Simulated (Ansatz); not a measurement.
Zinc-blende AgF (model structure) was calculated with r²SCAN (PAW; Ansatz, a program for electronic structure).

Settings: plane-wave cutoff 500 eV, 14×14×14 k mesh, Fermi–Dirac smearing 0.05 eV, no spin polarisation, scalar-relativistic PAW data made under PBE.

Cell (relaxed at this level):

```
AgF
1.0
    0.00000     2.67429     2.67429
    2.67429     0.00000     2.67429
    2.67429     2.67429     0.00000
Ag F
1 1
Direct
  0.00000   0.00000   0.00000
  0.25000   0.25000   0.25000
```

**Question.** Predict the band gap.

**Answer.** 
* **band gap**: 0.41 eV (on the SCF k mesh)

Note: the relaxation could raise the start's symmetry but not lower it, so the cell can be a saddle point.

Spin–orbit coupling is not included.

Static lattice: no zero-point or thermal effects.

Computing time: very roughly 30 core-seconds.

A model structure was made by putting elements into a prototype or built by hand; it is no filed structure, need not be a known phase, and can be a saddle point held by its symmetry.
